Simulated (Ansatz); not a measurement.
Defect migration in monoclinic HfO2 with all lengths changed by -1 %: O vacancy, charge state +2. Method: PBE, PAW (plane waves to 420 eV; Ansatz, a program for electronic structure).

Cell of 96 host sites held at the strained lattice (strain from the relaxed PBE one, atoms relaxed); the Γ point alone; Fermi-Dirac width 0.01 eV, spin-restricted; finite-size errors left in. Static, classical nuclei. Spin-orbit coupling is left out. The charge state is imposed; whether it is stable for some Fermi level was not computed. Forms of the defect that were not tried may lie lower.

Barriers: single points on a 2×2×2 k-point mesh shifted by half a step at the bands' geometries.

The step: one O atom jumps into the vacancy from a nearby O site. Atoms about the jump, Cartesian Å from the middle of the jump, before and after:

```
atom     x0     y0     z0     x1     y1     z1
----  -----  -----  -----  -----  -----  -----
O1     0.87   0.23   0.36  -0.87  -0.23  -0.36
Hf2    0.19   1.45  -1.24   0.00   1.36  -1.29
Hf3   -0.34  -0.95   1.60  -0.50  -0.95   1.53
O4     0.65  -2.39   0.29   0.74  -2.34   0.28
O5     1.70   0.20  -2.16   1.64   0.17  -2.02
O6    -1.53   0.62   2.11  -1.56   0.65   2.18
O7    -2.07  -1.85   1.04  -2.16  -1.91   1.23
Hf8   -3.04  -1.38  -0.76  -2.81  -1.28  -0.73
Hf9    2.26  -1.30  -0.73   2.38  -1.40  -0.77
O10   -0.75   0.46  -2.83  -0.66   0.67  -3.14
O11    0.73   2.80   0.27   0.83   2.41   0.31
O12   -1.67   2.23  -1.30  -1.71   2.34  -1.44
O13   -1.61  -2.64  -1.46  -1.63  -2.79  -1.38
```

**Question.** Where do these atoms stand at the saddle point, and how high is it?

**Answer.** 
```json
[
 {"atom": "O1", "x": "-0.38", "y": "-0.20", "z": "-0.24"},
 {"atom": "Hf2", "x": "0.05", "y": "1.41", "z": "-1.30"},
 {"atom": "Hf3", "x": "-0.49", "y": "-0.97", "z": "1.59"},
 {"atom": "O4", "x": "0.73", "y": "-2.46", "z": "0.32"},
 {"atom": "O5", "x": "1.69", "y": "0.20", "z": "-2.09"},
 {"atom": "O6", "x": "-1.59", "y": "0.62", "z": "2.20"},
 {"atom": "O7", "x": "-2.17", "y": "-1.91", "z": "1.16"},
 {"atom": "Hf8", "x": "-2.93", "y": "-1.34", "z": "-0.74"},
 {"atom": "Hf9", "x": "2.28", "y": "-1.37", "z": "-0.75"},
 {"atom": "O10", "x": "-0.69", "y": "0.64", "z": "-3.09"},
 {"atom": "O11", "x": "0.82", "y": "2.51", "z": "0.31"},
 {"atom": "O12", "x": "-1.74", "y": "2.29", "z": "-1.38"},
 {"atom": "O13", "x": "-1.63", "y": "-2.73", "z": "-1.40"}
]
```
It lies 0.87 eV above the start and 0.14 eV above the end. The saddle point's order was not checked.
